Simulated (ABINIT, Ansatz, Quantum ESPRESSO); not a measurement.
# Code comparison for Ge (Fd-3m, 2 atoms in the cell)

Self-consistent single point.

```
Ge
1.0
    0.00000     2.85445     2.85445
    2.85445     0.00000     2.85445
    2.85445     2.85445     0.00000
Ge
2
Direct
  0.50000   0.50000   0.50000
  0.75000   0.75000   0.75000
```

Shared settings, as Ansatz (an electronic-structure program) writes them: kpoints.mp_grid.grid = 13 13 13; magnetization.spin_orbit = true; scf.occupations.method = fermi_dirac; scf.occupations.width = 0.05 eV. Potentials and cutoffs stand in the table.

```csv
code,model,pressure (GPa),cutoff
ABINIT,"PBE, spin-orbit coupling, PAW (JTH v2.0 PBE PAW)",1.13,21 Ha
Ansatz,"PBE with spin-orbit coupling, PAW files",1.71,420 eV
Quantum ESPRESSO,"PBE, spin-orbit coupling, PSlibrary fully relativistic PAW (PBE) pseudopotentials",2.05,30 Ry
```

The spread over the programs that give each value: pressure within 0.92 GPa.

Ansatz's pressure is given at a fixed set of plane waves, as the other plane-wave codes print theirs; with its correction for the finite basis it is 1.74 GPa.

The starting cell comes from a database of computed structures (which also holds hypothetical and non-ambient phases and stackings), without a prior relaxation at this level. Its lattice was rescaled by a random factor within 2.5 % of one.

Left out of this page: Elk and SIESTA (not drawn, or without a comparable value).

Keys are those of Ansatz 0.2.
